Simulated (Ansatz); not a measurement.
**Effect of tensor shear ε_xy = +0.67 % on BaTiO3**

The reference is BaTiO₃ in the cubic perovskite structure (space group Pm-3m, No. 221; a = 3.9699 Å). Axes: x, y, z lie along the cube axes.

One thing is altered: tensor shear ε_xy = +0.67 % (engineering shear γ = 0.0134); the atoms relax in the strained cell.

The values are results of plane-wave PAW DFT at the PBEsol level (Ansatz, a first-principles code, 420 eV), spin-orbit coupling left out, not measurements. k-mesh 8×8×8 (Γ-centred); smearing 0.05 eV (Fermi–Dirac).

```json
[
 {"quantity": "volume per atom", "base": "12.51 Å³", "changed": "12.51 Å³", "shift": "0.00 Å³"},
 {"quantity": "space group", "base": "Pm-3m (No. 221)", "changed": "Cmmm (No. 65)", "shift": "–"},
 {"quantity": "shortest interatomic distance", "base": "1.985 Å", "changed": "1.985 Å", "shift": "0.000 Å"},
 {"quantity": "energy relative to the base (free energy F)", "base": "0 meV/atom", "changed": "+0.8 meV/atom", "shift": "+0.8 meV/atom"},
 {"quantity": "pressure (mean of the normal stresses, compression positive)", "base": "-0.1 kbar", "changed": "0.1 kbar", "shift": "+0.2 kbar"},
 {"quantity": "band gap", "base": "1.82 eV", "changed": "1.78 eV", "shift": "-0.04 eV"},
 {"quantity": "gap character", "base": "–", "changed": "indirect, T → Γ", "shift": "–"},
 {"quantity": "smallest direct gap", "base": "1.89 eV", "changed": "1.83 eV", "shift": "-0.067 eV"},
 {"quantity": "stress (xx, yy, zz, yz, xz, xy; compression positive)", "base": "–", "changed": "(0.02, 0.02, 0.00, 0.00, 0.00, -1.69) GPa", "shift": "–"}
]
```

Stability against distortions was not tested. The final runs are not spin-polarised. Many cubic perovskites are stable only at high temperature; tilts and polar distortions were not tested. This is not the structure that BaTiO3 has at room temperature and ambient pressure. k-point labels follow each cell's own Brillouin zone.
